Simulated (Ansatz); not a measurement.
An Ansatz (a program for electronic structure) input (PBEsol (Ansatz; PAW; 420 eV plane waves; no spin-orbit coupling)):

Ansatz 0.2 input:
```yaml
crystal:
  lattice:
    - [4.2278419707, 0, 0]
    - [-1.4092806569, 3.9860476364, 0]
    - [0, 0, 15]
  atoms:
    - { symbol: Ba, position: [0.25, 0.25, 0.5] }
basis: { ecutwfc: 420, ecutrho_ratio: 4, xc_grid: 2, fft_grid_basis: typed }
kpoints: { mp_grid: { grid: [12, 12, 1] } }
hamiltonian:
  xc: pbesol
  dispersion: none
  pseudopotentials: { kind: paw }
scf: { occupations: { method: fermi_dirac, width: 0.05 }, convergence: { dr2_threshold: 0.0000000001 } }
relax: { f_tol: 0.01, max_steps: 50 }
output: { forces: true, stress: true }
checkpoint: { write: state.ck, write_every: 1000 }
```

### Question
Which symmetry and how many k-points will the program report, and about how many plane waves at Γ?

### Answer
Space group Cmmm (ITA 65) with 8 operations, k-points 43 of 144, and 4909 plane waves at Γ.

Stability against distortions was not tested. The cell was made from Ba in the bcc (W type) structure (space group Im-3m, No. 229) by this change: a free-standing slab of 1 layer (1 atom, 1 a layer) is cut normal to [110], with 15 Å of vacuum and the in-plane cell held at bulk; forces were under the threshold from the start, so the atoms kept their bulk positions.
